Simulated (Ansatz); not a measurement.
We consider InP (model structure, started from the BN type, Pm-3n, No. 223, 12 atoms in the cell), described by r²SCAN+rVV10 (plane waves, PAW; Ansatz, a program for electronic structure).

Settings: plane-wave cutoff 560 eV, 6×6×6 k mesh, Fermi–Dirac smearing 0.01 eV, scalar-relativistic PAW data made under PBE.

Cell (relaxed at this level):

```cif
data_In6P6
_chemical_formula_sum 'In6 P6'
_space_group_name_H-M_alt 'P 1'
_space_group_IT_number 1
_cell_length_a 7.24896
_cell_length_b 7.24896
_cell_length_c 7.24896
_cell_angle_alpha 90.000
_cell_angle_beta 90.000
_cell_angle_gamma 90.000
loop_
_space_group_symop_operation_xyz
  'x, y, z'
loop_
_atom_site_label
_atom_site_type_symbol
_atom_site_fract_x
_atom_site_fract_y
_atom_site_fract_z
_atom_site_occupancy
In1 In 0.25000 0.00000 0.50000 1
In2 In 0.50000 0.25000 0.00000 1
In3 In 0.50000 0.75000 0.00000 1
In4 In 0.75000 0.00000 0.50000 1
In5 In 0.00000 0.50000 0.75000 1
In6 In 0.00000 0.50000 0.25000 1
P1 P 0.25000 0.50000 0.00000 1
P2 P 0.00000 0.25000 0.50000 1
P3 P 0.00000 0.75000 0.50000 1
P4 P 0.75000 0.50000 0.00000 1
P5 P 0.50000 0.00000 0.75000 1
P6 P 0.50000 0.00000 0.25000 1
```

Task: Predict the band gap.

Result: 
band gap: 1.07 eV

Note: the relaxation could raise the start's symmetry but not lower it, so the cell can be a saddle point.

Spin–orbit coupling is not included.

The computed numbers hold no vibrational or temperature effects.

Cost on a shared machine: very roughly 3.0 core-minutes.

A model structure was made by putting elements into a prototype or built by hand; it is no filed structure, need not be a known phase, and can be a saddle point held by its symmetry.
